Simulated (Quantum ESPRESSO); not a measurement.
**Energy against c/a at fixed volume: hcp Zr (space group 194) (Quantum ESPRESSO, PBEsol)**

```yaml
crystal:
  lattice:
    - [3.23656, 0.00000, 0.00000]
    - [-1.61828, 2.80294, 0.00000]
    - [0.00000, 0.00000, 4.95404]
  atoms:
    - { symbol: Zr, position: [0.66667, 0.33333, 0.75000] }
    - { symbol: Zr, position: [0.33333, 0.66667, 0.25000] }
```

Method of the run: PBEsol, GBRV 1.5 ultrasoft (PBESOL) pseudopotentials (plane waves; Quantum ESPRESSO). Settings: ecutwfc = 52 Ry; ecutrho = 416 Ry; occupations = smearing; smearing = fd; degauss = 0.0036749 Ry; potentials = {Zr: zr_pbesol_v1.uspp.F.UPF}; K_POINTS = automatic 24 24 14 0 0 0; conv_thr = 1e-10 Ry; mixing_beta = 0.7. The cell above is the first row's. The rows change c/a at fixed volume. In all rows fractional positions and the k mesh are held. E is the free energy at the stated smearing, counted from the lowest row.

| c/a | E (meV/atom) |
|---|---|
| 1.5306 | 10.25 |
| 1.5466 | 6.26 |
| 1.5625 | 3.27 |
| 1.5785 | 1.27 |
| 1.5944 | 0.19 |
| 1.6104 | 0.00 |
| 1.6263 | 0.63 |
| 1.6423 | 2.02 |
| 1.6582 | ? |

Fit E of the 8 rows that show it with a cubic. With u = c/a - 1.59, the rows have u = -0.05940, -0.04340, -0.02750, -0.01150, 0.00440, 0.02040, 0.03630, 0.05230. Least squares gives E = 0.406 - 54.81·u + 1747.3·u² - 2051·u³. Residuals (row less fit): -0.007, 0.016, -0.007, -0.001, -0.008, 0.002, 0.009, -0.005; standard error 0.012 (degrees of freedom: 4). The fitted curve has its minimum at c/a = 1.61, where E = -0.03. To one more digit the minimum is at c/a = 1.606; the ideal close-packed ratio is 1.633.

Task: What does the fit predict for E at c/a = 1.6582, and how far is the calculated value from it?

Result: u = 0.06820, so E = 0.406 - 54.81 × 0.06820 + 1747.3 × 0.06820² - 2051 × 0.06820³ = 4.144 meV/atom. The calculation gives 4.11 meV/atom, 0.034 meV/atom below the prediction (0.3 % of the range of E in the table). The row lies outside the fitted rows, so this is an extrapolation. From the scatter of the fitted rows alone, a prediction at this place has a standard error of 0.031 meV/atom, so the miss is 1.1 times that.

Carrying the step between the two nearest rows on in a straight line would have given 3.40, off by 0.71; series whose last step already gives the withheld value aren't shown. The reference cell has the volume at which an earlier scan in this program and functional put its minimum by a fit; axis ratios and inner coordinates come from a measured-size cell. The runs keep the symmetry of the cell, so they don't test it for distortions. The best c/a moves a little with volume. In metals such curves are sensitive to mesh and smearing. Cutoffs and mesh are single choices, not tested for convergence of this quantity. Series with a scatter that would blur these digits, or in which a gap closes, are not shown. Strain series were run only where this level's volume lies within 10 % of a first guess from the measured size.
